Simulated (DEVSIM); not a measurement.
System: abrupt Ge p-n junction, at 250 K.

Layer 1 from the left is Ge, thickness (μm) 27.0, Na (cm⁻³) 1.6e16, τn (s) 2.5e-7, τp (s) 2.5e-7. Layer 2 from the left is Ge, thickness (μm) 1.40, Nd (cm⁻³) 1e16, τn (s) 2.5e-7, τp (s) 2.5e-7.

Left contact: ohmic. Right contact: ohmic. Voltage is applied to the left contact. Recombination: SRH at mid-gap, Auger. Mobility is constant in doping.

Constants are typed, rounded textbook-type inputs, not results; the design itself was drawn at random and stands for no fabricated device. Values at 300 K; Nc and Nv go as T^1.5, mobilities as T to minus their exponent, the gap by Varshni's rule with the affinity fixed.

Ge: gap (eV) 0.664, affinity (eV) 4, permittivity 16, Nc (cm⁻³) 1.04e19, Nv (cm⁻³) 6e18, μn (cm²/Vs) 3900, μp (cm²/Vs) 1900, T exponent of μn 1.66, T exponent of μp 2.33, Cn (cm⁶/s) 1e-31, Cp (cm⁶/s) 1e-31, Varshni α (eV/K) 0.000477, Varshni β (K) 235.

Simulated with DEVSIM: 1D drift-diffusion, Boltzmann statistics, complete ionisation; no tunnelling, impact ionisation, image-force lowering or self-heating.

Dark forward current:

```
|V| (V)  |J| (A/cm²)
-------  -----------
0.05        5.215e-5
0.10       0.0005612
0.15        0.005630
0.20         0.05631
0.25          0.5590
0.30           5.182
0.35           33.29
0.40           110.6
0.45           238.9
0.50           419.2
0.55           655.5
0.60           951.7
0.65            1311
0.70            1735
0.75            2226
```

**Question.** Work out the local ideality factor n = ΔV / (kT/q · ln(J2/J1)) between the rows 0.10 and 0.15 V, 0.70 and 0.75 V.

**Answer.** kT/q = 21.54 mV. From 0.10 to 0.15 V: ln(0.005630/0.0005612) = 2.306, n = 1.01, near the 1 of diffusion or emission over a barrier. From 0.70 to 0.75 V: ln(2226/1735) = 0.249, n = 9.31.

**Question.** Estimate the current at 0.20 V from the Shockley equation with J0 = Σ q ni² D/(N L) coth(W/L), τ joining the SRH, radiative and Auger lifetimes that are on, and W taken as the whole layer.

**Answer.** ni² = 6.19e23 cm⁻⁶; electrons in the p layer: μ = 5280 cm²/Vs, D = 114 cm²/s, τ = 2.50e-7 s, L = 53.3 μm, W/L = 0.51, term 2.83e-7 A/cm²; holes in the n layer: μ = 2910 cm²/Vs, D = 62.6 cm²/s, τ = 2.50e-7 s, L = 39.6 μm, W/L = 0.035, term 4.43e-6 A/cm². J0 = 4.72e-6 A/cm², and J = J0 exp(qV/kT) = 0.0508 A/cm². The simulation gives 0.0563 A/cm²; the estimate lies 9.8 % below. The estimate leaves out recombination in the depletion region and that region's share of W.
